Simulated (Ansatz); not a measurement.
MoS (model structure, started from the CsCl type, Pm-3m, No. 221, 2 atoms in the cell) was calculated with LDA (Ansatz, a program for electronic structure, plane waves, PAW).

The run printed, among other lines:

```
WARN output.stress: scf.convergence.dr2_threshold = 1e-7 eV (the SCF's general default) is looser than the 2e-10 eV advised for a printed stress (1e-10 eV for …
Relaxation: its limit of steps is 80 (relax.max_steps)
Crystal: 2 atoms, lattice volume = 26.323 Å³
Basis set: ecut = 520 eV, 739 PW (Γ), exchange–correlation on 48×48×48 points (8 copies of the dense FFT grid, shifted against one another)
Bands: 14, of which v1, the nominal top of the filled ones, is band 10 counted from 1 (9 counted from 0)
Symmetry: 48 space group operations
Space group: Pm-3m (ITA 221), of the structure as read, at distance tolerance 3.0e-5 Å
k-points: 286 of 8000
Functional: x = slater, c = lda
SCF iter   1: F=—  HF=-5713.143148 eV  |F-HF|=—  |Δ(HF+E_count)|=         —  Δρ=7.82e-3  dr2=4.72e-3
SCF iter   2: F=—  HF=-5713.142192 eV  |F-HF|=—  |Δ(HF+E_count)|=   9.56e-4  Δρ=4.41e-3  dr2=2.08e-3
  ...
SCF iter   5: F=-5713.141820 eV  HF=-5713.141820 eV  |F-HF|=2.96e-8  |Δ(HF+E_count)|=   2.85e-7  Δρ=1.37e-5  dr2=4.12e-8
SCF iter   6: F=-5713.141820 eV  HF=-5713.141820 eV  |F-HF|=2.35e-9  |Δ(HF+E_count)|=   1.33e-8  Δρ=4.79e-6  dr2=3.17e-9
SCF 1 converged in 6 iterations: F = -5713.141820 eV  dr2 = 3.17e-9
relax step   1: F+E_penalty+E_count = -5713.14182014 eV  Δ(F+E_penalty+E_count) = +0.000e0 eV  max|allowed force component| = 1.085e-30 eV/Å  Δτ_max = 0.0000 Å  (6 SCF iters, accepted)
SCF converged after 6 iterations
Free energy (F): -5713.141820 eV
Internal energy: -5713.130350 eV  (E = F + TS)
E sigma→0 (E₀):  -5713.136085 eV
Fermi energy:    19.303325 eV
--- Forces (eV/Å), atoms counted from 1 ---
  atom   1  Mo    -0.00000000     0.00000000     0.00000000
  atom   2  S     -0.00000000    -0.00000000     0.00000000
--- Stress (GPa, compression-positive) ---
       -4.770871      -0.000000      -0.000000
        0.000000      -4.770871       0.000000
        0.000000       0.000000      -4.770871
  P = ⅓ Tr σ = -4.7709 GPa (-47.709 kbar)
```

**Question.** Write an input file that could have produced this run (the log leaves some choices open).

**Answer.** This is not unique; one that fits is 
Ansatz 0.2 input:
```yaml
crystal:
  lattice:
    - [2.9747102417, 0.0, 0.0]
    - [0.0, 2.9747102417, 0.0]
    - [0.0, 0.0, 2.9747102417]
  atoms:
    - { symbol: Mo, position: [0.0, 0.0, 0.0] }
    - { symbol: S, position: [0.5, 0.5, 0.5] }
basis:
  ecutwfc: 520
  ecutrho_ratio: 4
  xc_grid: 2
kpoints:
  mp_grid: { grid: [20, 20, 20] }
hamiltonian:
  xc: lda
  dispersion: none
  pseudopotentials: { kind: paw }
scf:
  occupations: { method: fermi_dirac, width: 0.05 }
output:
  forces: true
  stress: true
  eigenvalues: true
relax:
  f_tol: 0.004
  escape_saddle: false
  max_steps: 80
```

The cell is one volume of an energy–volume scan, off the minimum.

The PAW data were made under PBE.

Note: the run has no spin polarisation, so it can have missed a magnetic state. Note: the relaxation could raise the start's symmetry but not lower it, so the cell can be a saddle point.

The result took very roughly 11 core-seconds.

A model structure was made by putting elements into a prototype or built by hand; it is no filed structure, need not be a known phase, and can be a saddle point held by its symmetry.
